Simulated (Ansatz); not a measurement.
## AlBN2 (model structure, started from the BeSiN2 type, I-42d, No. 122, 8 atoms in the cell)

Level of theory: PBE (plane waves, PAW; Ansatz, a program for electronic structure).

Settings: plane-wave cutoff 520 eV, 12×12×12 k mesh, Fermi–Dirac smearing 0.01 eV, scalar-relativistic PAW data made under PBE.

Cell (relaxed with PBEsol):

```
AlBN2
1.0
   -2.04392     2.04392     3.80878
    2.04392    -2.04392     3.80878
    2.04392     2.04392    -3.80878
Al B N
2 2 4
Direct
  0.00000   0.00000   0.00000
  0.75000   0.25000   0.50000
  0.50000   0.50000   0.00000
  0.25000   0.75000   0.50000
  0.37500   0.43186   0.55686
  0.56814   0.12500   0.94314
  0.87500   0.81814   0.44314
  0.18186   0.62500   0.05686
```

- band gap = 2.84 eV (direct)

Note: the relaxation could raise the start's symmetry but not lower it, so the cell can be a saddle point; cell and atoms aren't relaxed at this level (pressure 4.6 GPa).

Static lattice: no zero-point or thermal effects.

Computing time: about 50 core-seconds (a rough figure).

A model structure was made by putting elements into a prototype or built by hand; it is no filed structure, need not be a known phase, and can be a saddle point held by its symmetry.
